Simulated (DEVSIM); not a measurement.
System: abrupt Ge n-p junction, at 250 K.

```
layer (left to right)  material  thickness (μm)  Nd (cm⁻³)  Na (cm⁻³)  τn (s)  τp (s)
---------------------  --------  --------------  ---------  ---------  ------  ------
1                            Ge            2.10     1.3e15          -  5.5e-7  5.5e-7
2                            Ge            80.0          -     8.1e15  5.5e-7  5.5e-7
```

Left contact: ohmic. Right contact: ohmic. Voltage is applied to the left contact. Recombination: SRH at mid-gap, radiative, Auger. Mobility is μmin + (μ − μmin)/(1 + (N/Nref)^α).

Constants are typed, rounded textbook-type inputs, not results; the design itself was drawn at random and stands for no fabricated device. Values at 300 K; Nc and Nv go as T^1.5, mobilities as T to minus their exponent, the gap by Varshni's rule with the affinity fixed.

```csv
parameter,Ge
gap (eV),0.664
affinity (eV),4
permittivity,16
Nc (cm⁻³),1.04e19
Nv (cm⁻³),6e18
μn (cm²/Vs),3900
μp (cm²/Vs),1900
"μn,min",150
"μp,min",100
"Nref,n",2.6e17
"Nref,p",4e17
αn,0.56
αp,0.6
T exponent of μn,1.66
T exponent of μp,2.33
B (cm³/s),6.4e-14
Cn (cm⁶/s),1e-31
Cp (cm⁶/s),1e-31
Varshni α (eV/K),0.000477
Varshni β (K),235
```

Model (solved in DEVSIM): 1D drift-diffusion, Boltzmann statistics, complete ionisation; no tunnelling, impact ionisation, image-force lowering or self-heating.

### Question
Give the dark forward current.

### Answer

```csv
V (V),J (A/cm²)
-0.05,-0.00028
-0.10,-0.0030
-0.15,-0.030
-0.20,-0.28
-0.25,-2.2
-0.30,-9.4
-0.35,-22
-0.40,-39
-0.45,-58
-0.50,-80
-0.55,-100
-0.60,-130
-0.65,-160
-0.70,-190
-0.75,-230
-0.80,-260
-0.85,-300
-0.90,-350
-0.95,-390
-1.00,-440
-1.05,-500
-1.10,-550
-1.15,-620
```
